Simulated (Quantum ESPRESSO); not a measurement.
Input and output of a self-consistent single point for GaSn3 (Fm-3m, 4 atoms in the cell) (Quantum ESPRESSO).

Method: LDA (PZ), GBRV 1.5 ultrasoft (LDA) pseudopotentials (plane waves; Quantum ESPRESSO).

```
CELL_PARAMETERS angstrom
      0.00000     3.70595     3.70595
      3.70595     0.00000     3.70595
      3.70595     3.70595     0.00000
ATOMIC_POSITIONS crystal
  Ga 0.00000 0.00000 0.00000
  Sn 0.25000 0.25000 0.25000
  Sn 0.75000 0.75000 0.75000
  Sn 0.50000 0.50000 0.50000
```

Reference input (self-consistent single point, DFT, LDA (PZ), plane waves, GBRV 1.5 ultrasoft (LDA) pseudopotentials): ecutwfc = 50 Ry; ecutrho = 250 Ry; occupations = smearing; smearing = fermi-dirac; degauss = 0.0099958 Ry; potentials = {Ga: ga_lda_v1.4.uspp.F.UPF, Sn: sn_lda_v1.4.uspp.F.UPF}; K_POINTS = automatic 9 9 9 0 0 0; conv_thr = 1e-10 Ry. This run's input differs from it in these lines:

```diff
@@ -30,3 +30,3 @@
 K_POINTS automatic
-9 9 9  0 0 0
+4 4 4  0 0 0
 CELL_PARAMETERS angstrom
```

Output (repeated stretches shortened):

```
     Self-consistent Calculation

     iteration #  1     ecut=    50.00 Ry     beta= 0.70

     total energy              =    -811.34242109 Ry
     estimated scf accuracy    <     100.33887280 Ry

     iteration #  2     ecut=    50.00 Ry     beta= 0.70

     total energy              =    -866.24563861 Ry
     estimated scf accuracy    <     335.19859580 Ry

     iteration #  3     ecut=    50.00 Ry     beta= 0.70

     total energy              =    -886.64998431 Ry
     estimated scf accuracy    <      72.11495893 Ry

   [... 14 blocks of this kind left out ...]

     iteration # 18     ecut=    50.00 Ry     beta= 0.70

     total energy              =    -891.66755389 Ry
     estimated scf accuracy    <          1.6E-10 Ry

     iteration # 19     ecut=    50.00 Ry     beta= 0.70
     End of self-consistent calculation

     the Fermi energy is    10.5454 ev

!    total energy              =    -891.66755389 Ry
     estimated scf accuracy    <          8.5E-13 Ry
     smearing contrib. (-TS)   =      -0.00661017 Ry
     internal energy E=F+TS    =    -891.66094372 Ry

     convergence has been achieved in  19 iterations

     Forces acting on atoms (cartesian axes, Ry/au):

     atom    1 type  1   force =     0.00000000    0.00000000   -0.00000000
   [... zero for the other atoms too ...]

     Total force =     0.000000     Total SCF correction =     0.000000

          total   stress  (Ry/bohr**3)                   (kbar)     P=      -49.96
  -0.00033961  -0.00000000  -0.00000000          -49.96       -0.00       -0.00
  -0.00000000  -0.00033961  -0.00000000           -0.00      -49.96       -0.00
  -0.00000000  -0.00000000  -0.00033961           -0.00       -0.00      -49.96

   JOB DONE.
```

The run converged in 19 iterations. Against the reference run the free energy drops by 60.5 meV/atom and the pressure hardly changes (-4.92 to -5.00 GPa).

The starting cell comes from a database of computed structures (which also holds hypothetical and non-ambient phases and stackings), without a prior relaxation at this level. With a pressure of about -5 GPa the cell is away from its equilibrium volume at this level.

Cost on one core of a shared machine: roughly 80 s.
